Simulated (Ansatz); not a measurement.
Amorphous In24O37Li2, 63 atoms at 6.48 g/cm³, one PBE-relaxed geometry, zone centre. Methods: PBE, scalar-relativistic without spin-orbit coupling (Ansatz, an electronic-structure program); r2SCAN, scalar-relativistic without spin-orbit coupling (Ansatz); HSE06, scalar-relativistic without spin-orbit coupling (Ansatz). Plane waves to 420 eV (r2SCAN 500 eV); exact exchange is cut at the cell's faces. At PBE the levels at the filled edge of the gap are localised (band-tail or defect states). All rungs ran without spin polarisation.

It comes from a melt-quench run on a machine-learned potential (CHGNet), relaxed afterwards by DFT. O atoms were pushed apart under 1.9 Å during the dynamics, to hinder bonds among them. The hot cell started wider than the set density and was brought back towards it in steps. It is the lowest in DFT energy of 2 quenches. It is a model cell: composition and starting density were chosen by hand, and all elements were melted together. No dispersion term was used. Its density started from a set value of 6.38 and ended at 6.48 g/cm³. The simulated quench (nominally 280 K/ps over its main leg) is rapid and tends to freeze in more defects than a deposited or slowly cooled glass has. One small periodic cell is one sample of the glass; other quenches scatter about these values. Volume and shape were free in the relaxation.

The relaxation ran on the zone centre alone. At PBE the level gap is 0.41 eV on a 2×2×2 Γ-centred mesh, and the spacing at the zone centre alone 0.46 eV.

### Question
What zone-centre spacing does r2SCAN give, roughly?

### Answer
0.87 eV (+0.41 eV against PBE).

### Question
What zone-centre spacing does HSE06 give, roughly?

### Answer
1.82 eV (+1.36 eV against PBE).

The highest filled and the lowest empty state spread over these numbers of atoms (participation numbers): PBE: 5.7 and 58.9; r2SCAN: 4.9 and 58.6; HSE06: 5.1 and 58.2.
